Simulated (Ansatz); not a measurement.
## Cl on the 1x1 (110) surface of bcc W, one in a 2x2 cell, started at the site 'bridge W-W (span 3.2 Å)'

These are PBE (plane waves to 420 eV, PAW; Ansatz, a quantum-chemistry and plane-wave program) values and carry that method's errors.

Set-up: 17 atoms, 6.6 Å thick at the start under the adsorbate (thin: gaps and levels are the slab's own); mesh 6x6x1; 0.1 eV smearing; dipole correction on; 8 atoms held, the rest relaxed; symmetry of the start imposed; no spin, no spin-orbit, no U, no dispersion correction. At the end it is bonded to 4 W. In PBE this state lies 0.28 eV over the lowest of the starts that converged ('hollow W-W-W').

The adsorption energy against ½ Cl2(g) is -2.34 eV and the work function of the top face comes out as 4.33 eV. The change of the work function comes out as -0.49 eV and the change of the step from the bottom to the top vacuum level, against the clean slab is -0.48 eV. The energy released by relaxation is 0.14 eV and the height of the binding atom over the mean of the host atoms within 0.3 Å of the top one is 1.939 Å. The nearest host atoms of the binding atom is W at 2.53 Å, W at 2.53 Å, W at 3.00 Å and the largest move of a host atom is 0.05 Å. The cost is roughly 11 core-minutes.

A negative adsorption energy means that the adsorbate is more stable on the surface than in its reference.
